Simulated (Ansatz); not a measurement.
The reference is ScAs in the zinc blende structure (space group F-43m, No. 216; a = 6.039 Å; a hypothetical phase, not in the database extracts checked). Axes: x, y, z lie along the cube axes.

Level of theory: PBEsol/PAW in Ansatz (a first-principles code), no spin-orbit coupling.

A first run, uniaxial strain ε_yy = +0.76 %, gives secant values C11 ≈ 63 GPa and C12 ≈ 56 GPa from its stress. A second run applies biaxial strain −2.24 %, plane normal [001], relaxed out of plane.

**Question.** What does linear elasticity predict for −ε⊥/ε∥ in the second run, and what does the run give?

**Answer.** Linear elasticity: 2 C12/C11 = 1.78. The run gives 1.67; any difference comes from nonlinear terms at these strains and numerical noise.

No phonon test of stability was made. All final runs are without spin polarisation.
